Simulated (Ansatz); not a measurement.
Take Ga₂O₃ in the corundum structure (space group R-3c, No. 167; a = 5.000 Å, c = 13.449 Å (hexagonal axes)) as the base. Axes: x lies along a and z along c of the hexagonal cell.

The values are results of PBEsol in Ansatz (plane waves to 420 eV, PAW, no spin-orbit coupling), not measurements.

Base values:

| Item | Result |
|---|---|
| Smallest direct gap | 2.95 eV |
| Width of the top valence band | 0.45 eV |
| Gap character | indirect, Γ–S₀ (50 % along) → Γ |

The change: the cell is compressed by 2.25 % along z with no lateral relaxation, atoms relaxed at fixed cell.

Problem. How does this affect the smallest direct gap?

Solution. The smallest direct gap goes up by 0.17 eV (2.95 eV → 3.12 eV).

Problem. How does this affect the width of the top valence band?

Solution. The width of the top valence band goes up by 0.05 eV, from 0.45 eV to 0.50 eV.

Problem. How does this affect the gap character?

Solution. The gap character is still indirect, Γ–S₀ (50 % along) → Γ.

The cells carry an imposed strain or load. No phonon test of stability was made.

Ansatz is an electronic-structure program.
